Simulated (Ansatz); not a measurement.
Defect: interstitial Mg in beta Ga2O3, charge state +2. These are PBE, PAW (plane waves to 420 eV; Ansatz, a first-principles code) values and carry that method's errors.

120-site cell at the relaxed PBE lattice, the Γ point alone, smearing 0.01 eV, spin-restricted, no finite-size correction. Static, classical nuclei. The charge state is imposed; whether it is stable for some Fermi level was not computed. Sites that were not tried may lie lower.

Barriers: single points on a 2×2×2 k-point mesh shifted by half a step at the bands' geometries.

Relaxed starting cell (atoms counted from 1):

```xyz
121
Lattice="12.4550 0.0000 0.0000 0.0000 9.2503 0.0000 -2.7827 0.0000 11.4204" Properties=species:S:1:pos:R:3 pbc="T T T"
Ga     0.0221    -0.0003     4.5413
Ga    -1.3571    -0.0003    10.2623
Ga     0.0349     3.0991     4.5548
Ga    -1.3856     3.0915    10.2205
Ga     0.0349     6.1505     4.5548
Ga    -1.3856     6.1582    10.2205
Ga     4.8106     1.5415     1.1851
Ga     3.3324     1.6032     6.8251
Ga     4.8372     4.6249     1.2108
Ga     3.4149     4.6249     6.8645
Ga     4.8106     7.7082     1.1852
Ga     3.3324     7.6466     6.8251
Ga     1.5004     1.5505     1.7672
Ga     0.2371     1.5909     7.5329
Ga     1.4989     4.6249     1.7524
Ga     0.1844     4.6248     7.5209
Ga     1.5004     7.6992     1.7673
Ga     0.2371     7.6587     7.5329
Ga     3.2186    -0.0002     3.8729
Ga     1.9212    -0.0003     9.6465
Ga     3.2266     3.1061     3.8768
Ga     1.9234     3.1030     9.6642
Ga     3.2266     6.1437     3.8768
Ga     1.9234     6.1466     9.6641
O      1.8699    -0.0003     0.6267
O      0.4259    -0.0004     6.3602
O      1.8434     3.0841     0.5963
O      0.5733     3.1055     6.3346
O      1.8434     6.1656     0.5963
O      0.5733     6.1440     6.3346
O      2.8886     1.5575     5.0423
O      1.6035     1.5401    10.8042
O      2.9020     4.6249     5.0795
O      1.5959     4.6248    10.8385
O      2.8885     7.6924     5.0423
O      1.6035     7.7095    10.8043
O      1.3448    -0.0003     3.1984
O      0.0031    -0.0003     8.9493
O      1.3412     3.0947     3.1878
O      0.0229     3.1127     8.9598
O      1.3412     6.1550     3.1878
O      0.0229     6.1370     8.9598
O      3.4251     1.5526     2.4655
O      2.0776     1.5564     8.2205
O      3.4224     4.6249     2.4628
O      2.1018     4.6248     8.2250
O      3.4251     7.6971     2.4655
O      2.0776     7.6933     8.2205
O      5.8204    -0.0003     1.4771
O      4.2286    -0.0002     7.1110
O      5.8346     3.0727     1.5062
O      4.4217     3.0777     7.1528
O      5.8346     6.1769     1.5063
O      4.4217     6.1721     7.1529
O     -0.9553     1.5567     4.2540
O     -2.3674     1.5343     9.9245
O     -0.9944     4.6248     4.2705
O     -2.4080     4.6248     9.9096
O     -0.9553     7.6929     4.2541
O     -2.3674     7.7153     9.9245
Ga     6.0807     1.5782     4.4474
Ga     4.8266     1.5569    10.3435
Ga     6.2268     4.6250     4.5257
Ga     4.8678     4.6248    10.2598
Ga     6.0808     7.6718     4.4476
Ga     4.8265     7.6927    10.3435
Ga    11.0179    -0.0003     1.1331
Ga    10.1170    -0.0004     7.0633
Ga    11.0239     3.0802     1.1478
Ga     9.6691     3.1066     6.8862
Ga    11.0239     6.1694     1.1478
Ga     9.6691     6.1428     6.8862
Ga     7.7427    -0.0003     1.8758
Ga     5.9119    -0.0004     7.8246
Ga     7.7685     3.0965     1.8111
Ga     6.3489     3.0977     7.4857
Ga     7.7685     6.1532     1.8111
Ga     6.3489     6.1521     7.4859
Ga     9.5972     1.5715     3.8881
Ga     8.1715     1.5426     9.5878
Ga     9.5307     4.6248     3.9427
Ga     8.1110     4.6248     9.6398
Ga     9.5971     7.6781     3.8882
Ga     8.1715     7.7069     9.5879
O      8.1252     1.5308     0.6909
O      6.5688     1.4777     6.2985
O      8.1328     4.6248     0.6345
O      6.7119     4.6250     6.3146
O      8.1252     7.7189     0.6909
O      6.5688     7.7726     6.2987
O      9.4243    -0.0003     5.2107
O      7.7908    -0.0004    10.7279
O      9.1789     3.0621     5.1019
O      7.7602     3.0661    10.7658
O      9.1788     6.1874     5.1020
O      7.7602     6.1834    10.7658
O      7.6033     1.4934     3.3230
O      6.1747     1.5254     8.9534
O      7.6104     4.6248     3.2427
O      6.2152     4.6248     8.9134
O      7.6034     7.7564     3.3232
O      6.1747     7.7241     8.9535
O      9.6927    -0.0003     2.5275
O      8.4154    -0.0002     8.0409
O      9.6736     3.0767     2.4973
O      8.2565     3.0402     8.1516
O      9.6735     6.1729     2.4974
O      8.2566     6.2095     8.1516
O     12.0094     1.5360     1.4374
O     10.7821     1.6587     7.2337
O     12.0046     4.6248     1.4380
O     10.6792     4.6247     7.1790
O     12.0093     7.7136     1.4375
O     10.7821     7.5907     7.2337
O      5.1492    -0.0002     4.2020
O      3.9004    -0.0003     9.9215
O      5.1684     3.1298     4.2277
O      3.8721     3.0878     9.9739
O      5.1685     6.1202     4.2279
O      3.8721     6.1618     9.9739
Mg     7.7800     0.0000     6.1110
```
Cell charge +2.

End state 1 differs by these moves (Å; atoms that move under 0.08 Å are left out):

```json
[
 {"atom": "1", "element": "Ga", "Δx": "0.08", "Δy": "0.06", "Δz": "0.05"},
 {"atom": "5", "element": "Ga", "Δx": "0.07", "Δy": "-0.04", "Δz": "0.03"},
 {"atom": "8", "element": "Ga", "Δx": "0.07", "Δy": "-0.04", "Δz": "0.03"},
 {"atom": "12", "element": "Ga", "Δx": "0.08", "Δy": "0.06", "Δz": "0.05"},
 {"atom": "26", "element": "O", "Δx": "0.12", "Δy": "0.02", "Δz": "0.01"},
 {"atom": "35", "element": "O", "Δx": "0.12", "Δy": "0.02", "Δz": "0.01"},
 {"atom": "50", "element": "O", "Δx": "0.16", "Δy": "0.02", "Δz": "0.05"},
 {"atom": "59", "element": "O", "Δx": "0.16", "Δy": "0.02", "Δz": "0.05"},
 {"atom": "61", "element": "Ga", "Δx": "0.14", "Δy": "-0.01", "Δz": "0.08"},
 {"atom": "62", "element": "Ga", "Δx": "0.04", "Δy": "-0.02", "Δz": "-0.08"},
 {"atom": "65", "element": "Ga", "Δx": "-0.31", "Δy": "0.04", "Δz": "-0.10"},
 {"atom": "68", "element": "Ga", "Δx": "-0.31", "Δy": "0.04", "Δz": "-0.10"},
 {"atom": "71", "element": "Ga", "Δx": "0.04", "Δy": "-0.02", "Δz": "-0.08"},
 {"atom": "72", "element": "Ga", "Δx": "0.14", "Δy": "-0.01", "Δz": "0.08"},
 {"atom": "74", "element": "Ga", "Δx": "0.38", "Δy": "0.03", "Δz": "-0.30"},
 {"atom": "83", "element": "Ga", "Δx": "0.38", "Δy": "0.03", "Δz": "-0.30"},
 {"atom": "86", "element": "O", "Δx": "0.14", "Δy": "0.04", "Δz": "0.01"},
 {"atom": "90", "element": "O", "Δx": "-0.10", "Δy": "-0.06", "Δz": "-0.09"},
 {"atom": "91", "element": "O", "Δx": "-0.10", "Δy": "-0.06", "Δz": "-0.09"},
 {"atom": "95", "element": "O", "Δx": "0.14", "Δy": "0.04", "Δz": "0.01"},
 {"atom": "101", "element": "O", "Δx": "-0.13", "Δy": "-0.05", "Δz": "0.05"},
 {"atom": "104", "element": "O", "Δx": "-0.13", "Δy": "-0.05", "Δz": "0.05"},
 {"atom": "110", "element": "O", "Δx": "-0.06", "Δy": "-0.07", "Δz": "-0.05"},
 {"atom": "114", "element": "O", "Δx": "-0.04", "Δy": "0.12", "Δz": "-0.02"},
 {"atom": "115", "element": "O", "Δx": "-0.04", "Δy": "0.12", "Δz": "-0.02"},
 {"atom": "119", "element": "O", "Δx": "-0.06", "Δy": "-0.07", "Δz": "-0.05"},
 {"atom": "121", "element": "Mg", "Δx": "0.33", "Δy": "-1.54", "Δz": "-0.81"}
]
```

What is the computed forward and backward barriers to end state 1 (PBE, PAW)?

forward 0.40 eV, backward 0.40 eV; at the saddle point atom 121 has neighbours 2 O at 1.87, O at 2.20, O at 2.29 Å. The saddle point's order was not checked.

End state 2 differs by these moves (Å; atoms that move under 0.08 Å are left out):

```csv
atom,element,Δx,Δy,Δz
8,Ga,0.08,-0.06,0.03
28,O,-0.08,-0.01,0.01
50,O,0.13,-0.02,0.08
59,O,-0.07,0.02,0.04
61,Ga,-0.07,-0.04,-0.10
62,Ga,0.04,-0.02,-0.07
65,Ga,0.11,0.03,0.09
68,Ga,-0.18,-0.10,-0.09
70,Ga,0.27,0.07,0.09
74,Ga,0.33,-0.05,-0.28
76,Ga,-0.11,0.04,0.06
79,Ga,0.06,-0.03,-0.11
83,Ga,-0.09,0.03,0.05
84,Ga,-0.06,-0.04,0.09
86,O,-0.20,0.06,-0.08
90,O,0.10,-0.05,0.03
91,O,-0.20,0.09,-0.02
93,O,0.04,-0.07,0.09
104,O,-0.11,0.16,-0.09
106,O,0.05,-0.12,-0.20
110,O,-0.01,-0.12,-0.03
112,O,0.08,0.11,0.04
121,Mg,0.44,1.54,0.06
```

Predict the forward and backward barriers to end state 2 from PBE, PAW.

forward 0.40 eV, backward 0.29 eV; at the saddle point atom 121 has neighbours 2 O at 1.87, O at 2.21, O at 2.26 Å. The saddle point's order was not checked, and it lies on a symmetry element of the cell, where a band can be held.
